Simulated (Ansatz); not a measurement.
Fermi-surface data of TiC (Fm-3m)

Consider the following.

```xyz
2
Lattice="0.0000 2.1465 2.1465 2.1465 0.0000 2.1465 2.1465 2.1465 0.0000" Properties=species:S:1:pos:R:3 pbc="T T T"
Ti     0.0000     0.0000     0.0000
C      2.1465     2.1465     2.1465
```

Calculation: PBEsol, rigid bands (plane waves, PAW, scalar-relativistic; Ansatz, an electronic-structure program). Geometry: cell and atoms relaxed with PBEsol.

| Property | Result |
|---|---|
| density of states at the Fermi level | 0.289 states/(eV·cell), both spins |
| bare Sommerfeld coefficient | 0.34 mJ/(mol of atoms·K²) |
| Drude plasma energy | 3.6 eV |
| root-mean-square Fermi velocity | 5.8e5 m/s |
| resistivity times τ | 38 ×10⁻²² Ω·m·s |

A metal at this level (no band gap); rigid bands, thermally averaged at 300 K, both spins. Spin-orbit coupling is left out. τ is one relaxation time for all states.
